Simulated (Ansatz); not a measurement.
Input and output of a relaxation of cell and atoms for MgAl₂C₂ (P-3m1, 5 atoms in the cell) (Ansatz, a first-principles code).

Level of theory: PBEsol, default PAW files made with PBE (plane waves; Ansatz).

```xyz
5
Lattice="3.3469 0.0000 0.0000 -1.6735 2.8985 0.0000 0.0000 0.0000 5.7486" Properties=species:S:1:pos:R:3 pbc="T T T"
Mg     0.0000     0.0000     0.0000
Al     1.6735     0.9662     2.0121
Al     0.0000     1.9323     3.7365
C      0.0000     1.9323     1.5526
C      1.6735     0.9662     4.1960
```

Reference input (self-consistent single point, DFT, PBEsol, plane waves, default PAW files made with PBE): basis.ecutwfc = 30.9 Ry; kpoints.mp_grid.grid = 8 8 4; hamiltonian.xc = pbesol; hamiltonian.pseudopotentials = {kind: paw} (the program's default PAW files); scf.occupations.method = fixed. This run's input differs from it in these lines:

```diff
@@ -20,2 +20,4 @@
   occupations: { method: fixed }
+relax:
+  cell: {}
 output:
```

Log, with long lists cut:

```
   [... SCF lines of the steps left out ...]
relax step   1: F+E_penalty+E_count = -3454.88737290 eV  Δ(F+E_penalty+E_count) = +0.000e0 eV  max|allowed force component| = 1.623e-1 eV/Å  Δτ_max = 0.0000 Å  P = +3.664 GPa  Ω = 55.767 Å³  (6 SCF iters, dr2 threshold 1.00e-7 eV, accepted)
relax step   2: F+E_penalty+E_count = -3454.89865994 eV  Δ(F+E_penalty+E_count) = -1.129e-2 eV  max|allowed force component| = 9.407e-2 eV/Å  Δτ_max = 0.0013 Å  P = +1.519 GPa  Ω = 56.454 Å³  energy of the carried Pulay correction = -9.253e-4 eV  (5 [...]
   [... lines left out ...]
relax step   6: F+E_penalty+E_count = -3454.90260919 eV  Δ(F+E_penalty+E_count) = +2.354e-5 eV  max|allowed force component| = 3.034e-4 eV/Å  Δτ_max = 0.0003 Å  P = +0.001 GPa  Ω = 56.967 Å³  energy of the carried Pulay correction = -2.844e-5 eV  (4 [...]
relax step   7: F+E_penalty+E_count = -3454.90263254 eV  Δ(F+E_penalty+E_count) = -2.335e-5 eV  max|allowed force component| = 3.689e-4 eV/Å  Δτ_max = 0.0000 Å  P = +0.001 GPa  Ω = 56.967 Å³  stress off target by 2.55e-3 GPa  SCF on the basis [...]
basis re-selected at this cell: Δ(F+E_penalty+E_count) = -2.335e-5 eV, ΔP = -0.000 GPa vs the last step
the relaxation is at rest under the 12 symmetry operations that the run kept from its start: a minimum is not shown …
Stability not checked: this state was not tested for a lower state beside it, because too few of the mixer's solves of this state at the end of the SCF gave a …
Free energy (F): -3454.902633 eV
Internal energy: -3454.902633 eV  (E = F + TS)
   [... lines left out ...]
Fermi energy:    8.613287 eV
  cell:  # Å, volume = 56.9674 Å³
   [... lines left out ...]
    - { symbol: Al, position: [0.6666666666666665, 0.3333333333333333, 0.34995856130564496] }
    - { symbol: Al, position: [0.33333333333333326, 0.6666666666666666, 0.6500414386943548] }
    - { symbol: C, position: [0.33333333333333326, 0.6666666666666666, 0.2693075505758417] }
    - { symbol: C, position: [0.6666666666666665, 0.3333333333333333, 0.7306924494241582] }
```

The run converged. 

Summary of the result:
Free energy E − TS (on the zero of these files): -3454.9026 eV
Top of the valence band (on the code's own zero): 8.61 eV
Gap on the k-point mesh: 1.77 eV
Pressure: 0.00 GPa
Final cell: a = b = 3.375 Å, c = 5.773 Å, α = β = 90.00°, γ = 120.00°
Final volume per atom: 11.39 Å³
Relaxation steps: 7

The starting cell comes from a database of computed structures (which also holds hypothetical and non-ambient phases and stackings), without a prior relaxation at this level. Its lattice was rescaled by a random factor within 2.5 % of one. The relaxation keeps the symmetry of its start, so its end need not be a minimum. Ansatz's pressure includes its estimate of the finite-basis (Pulay) stress.

Keys are those of Ansatz 0.2.
